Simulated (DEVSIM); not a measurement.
Structure: illuminated Si n-on-p cell, one wavelength, with a back-surface field, at 300 K.

Layer 1 from the left is Si, thickness (μm) 0.330, Nd (cm⁻³) 1.3e19, τn (s) 6.8e-7, τp (s) 8.2e-7, absorption coefficient (cm⁻¹) 140. Layer 2 from the left is Si, thickness (μm) 84.0, Na (cm⁻³) 1.7e15, τn (s) 6.8e-6, τp (s) 6.8e-6, absorption coefficient (cm⁻¹) 140. Layer 3 from the left is Si, thickness (μm) 0.430, Na (cm⁻³) 4.9e18, τn (s) 6.8e-6, τp (s) 6.8e-6, absorption coefficient (cm⁻¹) 140.

Left contact: ohmic, minority hole recombination velocity 20 cm/s. Right contact: ohmic, minority electron recombination velocity 1000 cm/s. Voltage is applied to the left contact. Recombination: SRH at mid-gap, radiative, Auger. Gap narrowing is on: ΔEg = 6.92 meV × (l + √(l² + 0.5)), l = ln(N/1.3e17 cm⁻³), shared equally by both band edges. Light enters at the left, 3.4e17 photons cm⁻² s⁻¹, one pass, no reflection. Mobility is constant in doping.

Constants are typed, rounded textbook-type inputs, not results; the design itself was drawn at random and stands for no fabricated device. Values at 300 K.

Si: gap (eV) 1.124, affinity (eV) 4.05, permittivity 11.7, Nc (cm⁻³) 2.86e19, Nv (cm⁻³) 3.1e19, μn (cm²/Vs) 1417, μp (cm²/Vs) 470, B (cm³/s) 4.7e-15, Cn (cm⁶/s) 2.8e-31, Cp (cm⁶/s) 9.9e-32.

Simulated with DEVSIM: 1D drift-diffusion, Boltzmann statistics, complete ionisation; no tunnelling, impact ionisation, image-force lowering or self-heating.

Dark forward current:

| |V| (V) | |J| (A/cm²) |
|---|---|
| 0.05 | 1.725e-9 |
| 0.10 | 6.499e-9 |
| 0.15 | 2.185e-8 |
| 0.20 | 7.982e-8 |
| 0.25 | 3.457e-7 |
| 0.30 | 1.803e-6 |
| 0.35 | 1.078e-5 |
| 0.40 | 6.966e-5 |
| 0.45 | 0.0004662 |
| 0.50 | 0.003127 |
| 0.55 | 0.01935 |
| 0.60 | 0.08826 |
| 0.65 | 0.2779 |
| 0.70 | 0.7685 |
| 0.75 | 2.145 |
| 0.80 | 6.464 |
| 0.85 | 22.75 |
| 0.90 | 97.58 |
| 0.95 | 432.7 |
| 1.00 | 1447 |
| 1.05 | 3386 |

Question: Work out the local ideality factor n = ΔV / (kT/q · ln(J2/J1)) between the rows 0.15 and 0.20 V, 0.45 and 0.50 V, 1.00 and 1.05 V.

Answer: kT/q = 25.85 mV. From 0.15 to 0.20 V: ln(7.982e-8/2.185e-8) = 1.296, n = 1.49. From 0.45 to 0.50 V: ln(0.003127/0.0004662) = 1.903, n = 1.02, near the 1 of diffusion or emission over a barrier. From 1.00 to 1.05 V: ln(3386/1447) = 0.850, n = 2.28.

Question: What current could the absorbed light give at most, and what share is collected?

Answer: Σ αd = 1.19, so qΦ(1 − exp(−Σ αd)) = 37.8 mA/cm². The simulated short-circuit current is 35.28 mA/cm², a share of 0.93.

Question: Estimate the open-circuit voltage by superposition: the voltage at which the dark current equals that short-circuit current.

Answer: Interpolating ln J in the table gives 0.570 V. The simulation gives 0.568 V, the same within the digits that matter. Superposition holds where collection doesn't change with voltage.

Question: Estimate the fill factor from FF0 = (v − ln(v + 0.72))/(v + 1), v = qVoc/(nkT), with n from the dark curve.

Answer: The rows about Voc, 0.55 and 0.60 V, give n = 1.27, so v = 17.2 and FF0 = 0.787. The simulation gives 0.809; the estimate lies 2.7 % below.
